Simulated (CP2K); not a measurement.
CP2K 2026.2, DFT, PBE, Gaussian and plane waves, DZVP-MOLOPT bases, GTH-PBE potentials: diamond-structure Ge (Ge36), 36 atoms. Basis and mesh were picked for this test and aren't claimed converged.

```json
{
 "cell": "12.00, 12.00, 8.00 Å; 60, 60, 60°",
 "SCF method": "diagonalisation with mixing (no OT or OUTER_SCF section)",
 "task": "scf",
 "basis": "Ge=DZVP-MOLOPT-SR-GTH-q4",
 "GLOBAL/RUN_TYPE": "ENERGY_FORCE",
 "GLOBAL/PRINT_LEVEL": "LOW",
 "QS/METHOD": "GPW",
 "SCF/SCF_GUESS": "ATOMIC",
 "SCF/MAX_SCF": "150",
 "SCF/DIAGONALIZATION/ALGORITHM": "STANDARD",
 "SCF/MIXING/METHOD": "BROYDEN_MIXING",
 "SCF/MIXING/ALPHA": "0.4",
 "SCF/MIXING/NBUFFER": "8",
 "SCF/ADDED_MOS": "17",
 "SCF/SMEAR/METHOD": "FERMI_DIRAC",
 "SCF/SMEAR/ELECTRONIC_TEMPERATURE": "[K] 300",
 "KPOINTS/SCHEME": "MONKHORST-PACK 2 2 2",
 "KPOINTS/GAMMA_CENTERED": "T",
 "GLOBAL/PREFERRED_DIAG_LIBRARY": "ELPA (default)",
 "SCF/MIXING/BETA": "0.5 (default)",
 "basis functions (base settings)": "468"
}
```

Machine A. Machine: one whole node, Intel Xeon 6 (Granite Rapids), 96 cores on 1 socket, 2 hardware threads a core, 3 L3 cache groups, 3 NUMA nodes.

Machine B. Machine: one whole node, AMD EPYC (Zen 5), 96 cores on 1 socket, no SMT, 12 L3 cache groups; 94 cores' worth of CPU time may be used.

Times are wall-clock medians of two to five runs, from launch to exit, with nothing else on the machine. Processes are pinned to neighbouring cores unless said otherwise. The times hold for this build (conda-forge: MPICH, OpenMP, OpenBLAS, FFTW, ScaLAPACK, ELPA, COSMA, DBCSR on BLAS). Scratch files lie in a memory file system.

All on 24 ranks. Base settings, kept where nothing else is said: QS/EPS_DEFAULT = 1e-12, MGRID/CUTOFF = 280 Ry, MGRID/REL_CUTOFF = 50 Ry, SCF/EPS_SCF = 1e-06, MGRID/NGRIDS = 4 (default). On machine A:

```csv
run,wall time on A
the base settings,5.2 s
MGRID/CUTOFF = 900 Ry,11 s
SCF/EPS_SCF = 0.0001,4.1 s
MGRID/REL_CUTOFF = 40 Ry,4.5 s
MGRID/CUTOFF = 400 Ry,5.9 s
QS/EPS_DEFAULT = 1e-10,4.5 s
MGRID/REL_CUTOFF = 20 Ry,4.0 s
MGRID/NGRIDS = 1,26 s
```

Question: What do these runs take on the other node, and does the best choice change?

Answer: 
```csv
run,A,B,B over A
the base settings,5.2 s,3.9 s,0.75
MGRID/CUTOFF = 900 Ry,11 s,8.6 s,0.80
SCF/EPS_SCF = 0.0001,4.1 s,3.1 s,0.76
MGRID/REL_CUTOFF = 40 Ry,4.5 s,3.4 s,0.77
MGRID/CUTOFF = 400 Ry,5.9 s,4.4 s,0.76
QS/EPS_DEFAULT = 1e-10,4.5 s,3.4 s,0.77
MGRID/REL_CUTOFF = 20 Ry,4.0 s,3.1 s,0.78
MGRID/NGRIDS = 1,26 s,22 s,0.85
```

B takes 0.75 to 0.85 times the time of A. The shortest run is MGRID/REL_CUTOFF = 20 Ry on A and SCF/EPS_SCF = 0.0001 on B, though on at least one machine the two are level within 8 % or the scatter of repeats.
